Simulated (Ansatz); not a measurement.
HgS: thickness series

The parent structure is HgS in the zinc blende structure (space group F-43m, No. 216).

```xyz
2
Lattice="0.0000 2.9380 2.9380 2.9380 0.0000 2.9380 2.9380 2.9380 0.0000" Properties=species:S:1:pos:R:3 pbc="T T T"
Hg     0.0000     0.0000     0.0000
S      4.4070     4.4070     4.4070
```

Cartesian axes are those of the cell as printed.

Free-standing slabs (2 atom(s) a layer) normal to [110] with 15 Å of vacuum; in-plane cell held at bulk.

All numbers come from PBEsol (Ansatz, a quantum-chemistry and plane-wave program; PAW; 420 eV plane waves; no spin-orbit coupling), earlier PAW set.

Notes on the quantities. excess energy per area of both faces: slab less bulk energy over the cell's area: twice a surface energy; uncertain by up to 0.09 J/m².

```csv
case,shortest interatomic distance,excess energy per area of both faces,thickness between the outermost nuclei,band gap
base,2.544 Å,–,–,zero
1 layer,?,–,–,?
2 layers,2.455 Å,0.38 J/m²,2.44 Å,1.18 eV
3 layers,2.456 Å,0.56 J/m²,4.44 Å,0.84 eV
4 layers,2.472 Å,0.45 J/m²,6.59 Å,0.70 eV
5 layers,2.461 Å,0.5 J/m²,8.62 Å,0.50 eV
6 layers,2.471 Å,0.5 J/m²,10.72 Å,0.41 eV
7 layers,2.465 Å,0.5 J/m²,12.79 Å,0.30 eV
```

Task: Some entries are withheld; estimate them.

Result: 
- 1 layer, shortest interatomic distance: 2.269 Å
- 1 layer, band gap: 1.97 eV

Slab and bulk use different k-meshes, which limits the precision of the excess energy. With Hg present, leaving out spin-orbit coupling can change the band edges. Whether these cells are dynamically stable was not tested. All final runs are without spin polarisation. A zero or small gap of HgS can be the functional's error rather than a property of the material.
